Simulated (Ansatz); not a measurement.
Ge (model structure, started from the C6 type, Im-3m, No. 229, 6 atoms in the cell)

All values below come from LDA in Ansatz (PAW).

Numerical settings: plane-wave cutoff 520 eV, 12×12×12 k mesh, Fermi–Dirac smearing 0.05 eV, scalar-relativistic PAW data made under PBE.

Cell (relaxed at this level):

```cif
data_Ge6
_chemical_formula_sum 'Ge6'
_space_group_name_H-M_alt 'P 1'
_space_group_IT_number 1
_cell_length_a 6.00789
_cell_length_b 6.00789
_cell_length_c 6.00789
_cell_angle_alpha 109.471
_cell_angle_beta 109.471
_cell_angle_gamma 109.471
loop_
_space_group_symop_operation_xyz
  'x, y, z'
loop_
_atom_site_label
_atom_site_type_symbol
_atom_site_fract_x
_atom_site_fract_y
_atom_site_fract_z
_atom_site_occupancy
Ge1 Ge 0.50000 0.75000 0.25000 1
Ge2 Ge 0.25000 0.50000 0.75000 1
Ge3 Ge 0.75000 0.50000 0.25000 1
Ge4 Ge 0.50000 0.25000 0.75000 1
Ge5 Ge 0.25000 0.75000 0.50000 1
Ge6 Ge 0.75000 0.25000 0.50000 1
```

band gap: zero (no gap)
bulk modulus: 53.6 GPa

Note: the bulk modulus is −V dP/dV from two relaxed cells at ±2 % in volume; the relaxation could raise the start's symmetry but not lower it, so the cell can be a saddle point.

Spin–orbit coupling is not included.

A model structure was made by putting elements into a prototype or built by hand; it is no filed structure, need not be a known phase, and can be a saddle point held by its symmetry.

Ansatz is a first-principles code.
